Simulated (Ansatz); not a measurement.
Start from PbTe in the rock salt structure (space group Fm-3m, No. 225; a = 6.380 Å). Axes: x, y, z lie along the cube axes.

Method: LDA (Ansatz, an electronic-structure program; PAW; 420 eV plane waves; without spin-orbit coupling).

Base values:

```
Quantity                         Result
-----------------------------  --------
Pressure                       0.00 GPa
Band gap                        0.57 eV
Shortest interatomic distance   3.190 Å
```

Now apply this change: uniaxial strain ε_zz = +2.00 %, all other strain components held at zero, atoms relaxed at fixed cell.

Q: How does this affect the pressure, band gap, energy relative to the base and shortest interatomic distance?

A: The pressure (mean of the normal stresses, compression positive) goes from zero to -0.87 GPa; the band gap increases by 0.02 eV to 0.59 eV; the energy rises by 5.1 meV/atom; the shortest interatomic distance is still 3.190 Å.

With Pb and Te present, leaving out spin-orbit coupling can change the band edges. No phonon test of stability was made.
